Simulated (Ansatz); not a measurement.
Take IrO2 in the rutile structure (space group P4_2/mnm, No. 136) as the base.

```xyz
6
Lattice="4.4719 0.0000 0.0000 0.0000 4.4719 0.0000 0.0000 0.0000 3.1538" Properties=species:S:1:pos:R:3 pbc="T T T"
Ir     0.0000     0.0000     0.0000
Ir     2.2359     2.2359     1.5769
O      1.3809     1.3809     0.0000
O      3.6168     0.8550     1.5769
O      0.8550     3.6168     1.5769
O      3.0910     3.0910     0.0000
```

Level of theory: PBEsol/PAW in Ansatz (a program for electronic structure), no spin-orbit coupling, earlier PAW set.

Base values:

c/a ratio: 0.705
Lattice parameter a: 447.2 pm

The change: cell and atoms relaxed at a pressure of 7.5 GPa.

Problem. What does the calculation give for the c/a ratio after the change?

Solution. The c/a ratio rises by 0.0043 (0.705 → 0.710).

Problem. Estimate the effect on the lattice parameter a.

Solution. The lattice parameter a drops by 4.5 pm to 442.7 pm.

Load acts through the strain it causes; cell and atoms are relaxed under it. Stability against distortions was not tested. Competing high-pressure phases were not computed. No Hubbard U is applied, and correlation can decide whether such a compound is a metal. The final runs are not spin-polarised.
